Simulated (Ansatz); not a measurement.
## RuAl (Pm-3m): band-structure transport figures

Input:

```
CELL_PARAMETERS angstrom
      2.97639     0.00000     0.00000
      0.00000     2.97639     0.00000
      0.00000     0.00000     2.97639
ATOMIC_POSITIONS crystal
  Al 0.00000 0.00000 0.00000
  Ru 0.50000 0.50000 0.50000
```

The numbers are results of PBEsol, rigid bands (plane waves, PAW, scalar-relativistic; Ansatz, a quantum-chemistry and plane-wave program), not measurements. Cell: cell and atoms relaxed with PBEsol.

```
Quantity                                                          Value
------------------------------------  ---------------------------------
density of states at the Fermi level  1.59 states/(eV·cell), both spins
bare Sommerfeld coefficient                   1.87 mJ/(mol of atoms·K²)
Drude plasma energy                                              7.9 eV
root-mean-square Fermi velocity                               6.3e5 m/s
resistivity times τ                                    7.9 ×10⁻²² Ω·m·s
```

A metal at this level (no band gap); rigid bands, thermally averaged at 300 K, both spins. Spin-orbit coupling is left out. τ is one relaxation time for all states.
